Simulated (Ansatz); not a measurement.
Consider interstitial Na in zinc-blende GaAs, charge state +1. The step: Na moves alone to another site; the atom moves 2.49 Å along (0.25, 0.25, 0.25) of the unit cell; the moving atom starts with neighbours 3 As at 2.89, 3 As at 2.90; 3 Ga at 2.68, Ga at 2.69 Å and ends with 3 As at 2.61, As at 2.62; 3 Ga at 2.94, 3 Ga at 2.96 Å. DFT values are from Ansatz (plane-wave PAW, 420 eV unless said) in a cell of 64 host sites, spin-restricted, static, with no finite-size correction. The charge state is imposed; whether it is stable for some Fermi level was not computed. Sites that were not tried may lie lower. For the PBE band: the saddle point's order was not checked, and it lies on a symmetry element of the cell, where a band can be held.

```
Level                                                                    Forward barrier (eV)  Cost of the band or of the saddle's single point
-----------------------------------------------------------------------  --------------------  ------------------------------------------------
CHGNet universal potential (has no charge state), its own band                           0.51                                                 -
PBE, one k-point at (0.250, 0.250, 0.250), band relaxed                                  0.88                    around 40 core-minutes (rough)
PBE, a 2×2×2 k-point mesh shifted by half a step, same geometries                        0.89                     around 7 core-minutes (rough)
r2SCAN at 500 eV, one k-point at (0.250, 0.250, 0.250), same geometries                   [?]                       very roughly 4 core-minutes
```

Task: Complete the blanks.

Result: 
- r2SCAN at 500 eV, one k-point at (0.250, 0.250, 0.250), same geometries, Forward barrier (eV): 0.92

Ansatz is a quantum-chemistry and plane-wave program.
